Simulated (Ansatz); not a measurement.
Nb: energy against strain

Nb (bcc, Im-3m, 18.042 Å³/atom at rest, cube axes along x, y and z) under a strain ε along a cube axis (axis z), the other axes held. r2SCAN in Ansatz, a plane-wave DFT program (PAW, default set), 500 eV, 28×28×28 Γ-centred mesh, Fermi-Dirac smearing 0.10 eV; ions are relaxed within the symmetry of each cell.

Here s stands for strain and y for E less E0.

| strain (%) | E less E0 (meV/atom) |
|---|---|
| -3.00 | ? |
| -1.50 | 2.87 |
| -1.00 | 1.19 |
| -0.50 | 0.24 |
| 0.00 | 0.00 |
| 0.50 | 0.47 |
| 1.00 | 1.62 |
| 1.50 | 3.45 |

Question: Using a parabola, estimate the missing y at s = -3.00 from the other rows, showing the fit.

Answer: Least squares gives y = 0.002 + 0.2021·s + 1.4033·s². Residuals (row less fit): 0.014, -0.013, -0.012, -0.002, 0.016, 0.013, -0.013; standard error 0.016 (degrees of freedom: 4). Twice the quadratic coefficient over the volume, 2 × 1.4033 meV × 10⁴ × 0.1602 / 18.042 Å³, is the elastic constant C11 = 249 ± 1.3 GPa. At the withheld row, y = 0.002 + 0.2021 × (-3.0) + 1.4033 × (-3.0)² = 12.025 meV/atom. The calculation gives 12.34 meV/atom, 0.315 meV/atom above the prediction (2.6 % of the range of y in the table). The row lies outside the fitted rows, so this is an extrapolation. From the scatter of the fitted rows alone, a prediction at this place has a standard error of 0.063 meV/atom, so the miss is 5.0 times that.

One order more, fitted to all 13 runs of the series, follows each within 0.01, so the miss is the next term of a smooth law. In a metal these values are sensitive to mesh and smearing; energies are taken to zero smearing, stresses follow the free energy. Rows are the converged runs of the series near zero and its far end; series whose fitted rows scatter by over a few per cent of the range, as at a crossing or softening among them, aren't shown in this form. Most that stay on the fit to the last digits aren't either.
